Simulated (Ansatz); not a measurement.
Ta₅Si₃ (I4/mcm, No. 140) was calculated with LDA in Ansatz (plane waves, PAW).

Settings: plane-wave cutoff 500 eV, 10×10×10 k mesh, Fermi–Dirac smearing 0.05 eV, scalar-relativistic PAW data made under PBE.

Computed at the level's own relaxed cell.

Q: Give the computed equilibrium volume per atom, equilibrium lattice constant a and lattice parameter c.

A: 
* **equilibrium volume per atom**: 15.31 Å³/atom
* **equilibrium lattice constant a**: 6.463 Å
* **lattice parameter c**: 11.729 Å

The run finds no gap.

Spin–orbit coupling is not included.

Ansatz is an electronic-structure program.
